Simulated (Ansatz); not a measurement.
Li2Se under a change: isotropic strain −3.00 %

Base system: Li$_{2}$Se in the anti-fluorite structure (space group Fm-3m, No. 225; a = 5.945 Å).

The change: every lattice vector is shortened by 3.00 %, atoms relaxed at fixed cell.

Method: Kohn–Sham DFT with the PBEsol functional, run in Ansatz (a program for electronic structure) with PAW and 420 eV plane waves, scalar-relativistic without spin-orbit coupling. Γ-centred 10×10×10 mesh, Fermi–Dirac width 0.05 eV.

| quantity | base | changed | shift |
|---|---|---|---|
| shortest interatomic distance | 2.574 Å | 2.497 Å | -0.077 Å |
| energy relative to the base (free energy F) | 0 meV/atom | +17 meV/atom | +17 meV/atom |
| pressure | 0.00 GPa | 3.84 GPa | +3.833 GPa |
| band gap | 2.82 eV | 2.72 eV | -0.10 eV |
| gap character | indirect, Γ → X | indirect, Γ → X | – |
| smallest direct gap | 3.36 eV | 3.77 eV | +0.41 eV |
| mean gap deformation potential ΔEg/Δln V | – | +1.0 eV | – |
| width of the top valence band | 1.86 eV | 2.13 eV | +0.27 eV |
| electron mass | 0.61 mₑ along k, 0.31 mₑ across (at X) | 0.59 mₑ along k, 0.29 mₑ across (at X) | – |
| hole mass (degenerate bands, along [100]) | 0.35, 0.78, 0.78 mₑ (at Γ) | 0.35, 0.70, 0.70 mₑ (at Γ) | – |
| valley order (the lowest conduction-band minima on the path, energy above the VBM, named in the base's zone) | X along ⟨100⟩ 2.82 eV; Γ 3.36 eV | X along ⟨100⟩ 2.72 eV; Γ 3.77 eV | – |

Final structure:

```
Li2Se
1.0
    0.00000     2.88324     2.88324
    2.88324     0.00000     2.88324
    2.88324     2.88324     0.00000
Li Se
2 1
Direct
  0.25000   0.25000   0.25000
  0.75000   0.75000   0.75000
  0.00000   0.00000   0.00000
```

Cost of the whole job for the changed cell (relaxation, final SCF and bands): roughly 9 core-seconds.

Masses are band curvatures over ±0.01 Å⁻¹ around the edge. Along k means along the line from Γ to the band edge. No phonon test of stability was made.
